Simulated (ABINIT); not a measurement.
## A self-consistent single point of InSe (P6_3/mmc, 8 atoms in the cell) with ABINIT

Computed with PBE, PAW (JTH v2.0 PBE PAW) (plane waves; ABINIT).

Input:

```
# InSe, JTH v2.0 PBE PAW
pp_dirpath "./"
pseudos "In.GGA_PBE-JTH.xml, Se.GGA_PBE-JTH.xml"
acell 3*1.0 Angstrom
rprim
         4.1023562821   -0.0000000655    0.0000000000
        -2.0511780844    3.5527447884    0.0000000000
         0.0000000000    0.0000000000   17.6898670000
natom 8
ntypat 2
znucl 49 34
typat 1 1 1 1 2 2 2 2
xred
         0.3333333333    0.6666666667    0.3303000000
         0.6666666667    0.3333333333    0.6697000000
         0.6666666667    0.3333333333    0.8303000000
         0.3333333333    0.6666666667    0.1697000000
         0.3333333333    0.6666666667    0.5973200000
         0.6666666667    0.3333333333    0.4026800000
         0.6666666667    0.3333333333    0.0973200000
         0.3333333333    0.6666666667    0.9026800000
ecut 20
pawecutdg 40
ixc 11
occopt 3
tsmear 0.01 eV
nband 48
kptopt 1
ngkpt 5 5 1
nshiftk 1
shiftk 0 0 0
nstep 100
tolvrs 1.0e-11
prtwf 0
prtden 0
prtvol 1
enunit 1
```

Output (repeated stretches shortened):

```
 Symmetries : space group P6_3/m m c (#194); Bravais hP (primitive hexag.)

 -outvars: echo values of preprocessed input variables --------
            acell      1.8897261329E+00  1.8897261329E+00  1.8897261329E+00 Bohr
             ecut      2.00000000E+01 Hartree
           enunit           1
              ixc          11
         kptrlatt        5    0    0      0    5    0      0    0    1
          kptrlen      3.34290040E+01
            natom           8
            nband          48
            ngfft          32      32     144
          ngfftdg          48      48     192
             nkpt           5
            nstep         100
             nsym          24
           ntypat           2
           occopt           3
        pawecutdg      4.00000000E+01 Hartree
            rprim      4.1023562821E+00 -6.5500000000E-08  0.0000000000E+00
                      -2.0511780844E+00  3.5527447884E+00  0.0000000000E+00
                       0.0000000000E+00  0.0000000000E+00  1.7689867000E+01
          spgroup         194
           tolvrs      1.00000000E-11
           tsmear      3.67493254E-04 Hartree
            typat      1  1  1  1  2  2  2  2
           useylm           1
             xred      3.3333333333E-01  6.6666666667E-01  3.3030000000E-01
                       6.6666666667E-01  3.3333333333E-01  6.6970000000E-01
                       6.6666666667E-01  3.3333333333E-01  8.3030000000E-01
                       3.3333333333E-01  6.6666666667E-01  1.6970000000E-01
                       3.3333333333E-01  6.6666666667E-01  5.9732000000E-01
                       6.6666666667E-01  3.3333333333E-01  4.0268000000E-01
                       6.6666666667E-01  3.3333333333E-01  9.7320000000E-02
                       3.3333333333E-01  6.6666666667E-01  9.0268000000E-01
            znucl       49.00000   34.00000

== DATASET  1 ==================================================================

 Exchange-correlation functional for the present dataset will be:
  GGA: Perdew-Burke-Ernzerhof functional - ixc=11
 Citation for XC functional:
  J.P.Perdew, K.Burke, M.Ernzerhof, PRL 77, 3865 (1996)

 Real(R)+Recip(G) space primitive vectors, cartesian coordinates (Bohr,Bohr^-1):
 R(1)=  7.7523299 -0.0000001  0.0000000  G(1)=  0.1289935  0.0744744  0.0000000
 R(2)= -3.8761648  6.7137147  0.0000000  G(2)=  0.0000000  0.1489488  0.0000000
 R(3)=  0.0000000  0.0000000 33.4290040  G(3)=  0.0000000  0.0000000  0.0299141
 Unit cell volume ucvol=  1.7398770E+03 bohr^3
 Angles (23,13,12)=  9.00000000E+01  9.00000000E+01  1.20000000E+02 degrees

 Coarse grid specifications (used for wave-functions):

 getcut: wavevector=  0.0000  0.0000  0.0000  ngfft=  32  32 144
         ecut(hartree)=     20.000   => boxcut(ratio)=   2.05040

 Fine grid specifications (used for densities):

 getcut: wavevector=  0.0000  0.0000  0.0000  ngfft=  48  48 192
         ecut(hartree)=     40.000   => boxcut(ratio)=   2.01736

   1.72799344E+04                                ecore*ucvol(ha*bohr**3)

_setup2: Arith. and geom. avg. npw (full set) are    7437.880    7437.865

--- !BeginCycle
solver: {iscf: 17, nstep: 100, nline: 4, wfoptalg: 10, }
tolerances: {tolvrs: 1.00E-11, }
...

     iter   Etot(hartree)      deltaE(h)  residm     nres2
 ETOT  1  -270.26624945988    -2.703E+02 1.321E-01 8.794E+00
 ETOT  2  -270.62286371337    -3.566E-01 1.065E-02 3.248E+00
 ETOT  3  -270.61985647415     3.007E-03 1.403E-03 7.908E-01
 ETOT  4  -270.61928383050     5.726E-04 6.524E-04 2.983E-02
 ETOT  5  -270.61947734072    -1.935E-04 3.692E-04 2.318E-03
 ETOT  6  -270.61952108762    -4.375E-05 3.671E-04 3.557E-04
   [... 4 lines left out ...]
 ETOT 11  -270.61952658079    -7.949E-10 8.580E-05 1.968E-08
 ETOT 12  -270.61952658113    -3.408E-10 4.188E-05 3.730E-09
 ETOT 13  -270.61952658126    -1.328E-10 5.147E-05 9.705E-10
 ETOT 14  -270.61952658129    -2.785E-11 2.399E-05 1.306E-10
 ETOT 15  -270.61952658128     8.185E-12 2.849E-05 7.137E-12

 At SCF step   15       nres2   =  7.14E-12 < tolvrs=  1.00E-11 =>converged.

 Cartesian components of stress tensor (hartree/bohr^3)
  sigma(1 1)=  2.58637830E-05  sigma(3 2)=  0.00000000E+00
  sigma(2 2)=  2.58637831E-05  sigma(3 1)=  0.00000000E+00
  sigma(3 3)=  2.14045522E-05  sigma(2 1)=  1.20509482E-13

 ----iterations are completed or convergence reached----

 reduced coordinates (array xred) for    8 atoms
       0.333333333333      0.666666666667      0.330300000000
       0.666666666667      0.333333333333      0.669700000000
       0.666666666667      0.333333333333      0.830300000000
       0.333333333333      0.666666666667      0.169700000000
       0.333333333333      0.666666666667      0.597320000000
       0.666666666667      0.333333333333      0.402680000000
       0.666666666667      0.333333333333      0.097320000000
       0.333333333333      0.666666666667      0.902680000000
 cartesian forces (eV/Angstrom) at end:
    1     -0.00000000000000    -0.00000000000000     0.00469629278836
    2     -0.00000000000000    -0.00000000000000    -0.00469629278836
    3     -0.00000000000000     0.00000000000000     0.00469629278836
    4      0.00000000000000    -0.00000000000000    -0.00469629278836
    5      0.00000000000000     0.00000000000000     0.12351739489525
    6     -0.00000000000000     0.00000000000000    -0.12351739489525
    7     -0.00000000000000     0.00000000000000     0.12351739489525
    8      0.00000000000000    -0.00000000000000    -0.12351739489525
 frms,max,avg= 5.0462200E-02 1.2351739E-01   0.000E+00  0.000E+00  0.000E+00 e/A
 length scales=  1.889726132886  1.889726132886  1.889726132886 bohr
              =  1.000000000000  1.000000000000  1.000000000000 angstroms
 Fermi (or HOMO) energy (eV) =   1.56198   Average Vxc (eV)=  -8.54725
 Eigenvalues (   eV  ) for nkpt=   5  k points:
 kpt#   1, nband= 48, wtk=  0.04000, kpt=  0.0000  0.0000  0.0000 (reduced coord)
 -13.21279  -13.21263  -13.04931  -13.04931  -13.04888  -13.04888  -12.97807  -12.97807
 -12.97774  -12.97774  -12.97126  -12.97126  -12.97111  -12.97111  -12.81511  -12.81511
 -12.81468  -12.81468  -12.77635  -12.77529  -11.67346  -11.56620  -11.54512  -11.43185
  -4.50733   -4.32064   -2.47425   -1.94936    0.17485    0.17485    0.22552    0.24410
   0.24410    0.26938    0.26938    0.34095    0.34095    1.35693    1.76709    2.77788
   3.41820    3.43803    5.62655    5.62655    5.70113    5.70113    6.75992    6.82571
 prteigrs : prtvol=0 or 1, do not print more k-points.

--- !EnergyTerms
comment             : Components of total free energy in Hartree
kinetic             :  6.93661217526125E+01
hartree             :  1.17008797257415E+02
xc                  : -5.54030526435349E+01
Ewald energy        : -1.63962680723231E+02
psp_core            :  9.93169860032770E+00
local_psp           : -3.05653095277094E+02
spherical_terms     :  5.80926845505255E+01
internal            : -2.70619526482978E+02
'-kT*entropy'       : -1.56649416982651E-12
total_energy        : -2.70619526482980E+02
total_energy_eV     : -7.36393181513980E+03
...

-Cartesian components of stress tensor (GPa)         [Pressure= -7.1721E-01 GPa]
- sigma(1 1)=  7.60938638E-01  sigma(3 2)=  0.00000000E+00
- sigma(2 2)=  7.60938641E-01  sigma(3 1)=  0.00000000E+00
- sigma(3 3)=  6.29743562E-01  sigma(2 1)=  3.54551078E-09

 Calculation completed.
```

The run converged in 15 iterations.

The starting cell comes from a database of computed structures (which also holds hypothetical and non-ambient phases and stackings), without a prior relaxation at this level. Its lattice was rescaled by a random factor within 2.5 % of one.

These are the values that this program gave, and no reference: the one-centre exchange-correlation terms come from a truncated expansion.

Cost on one core of a shared machine: roughly 4 min.
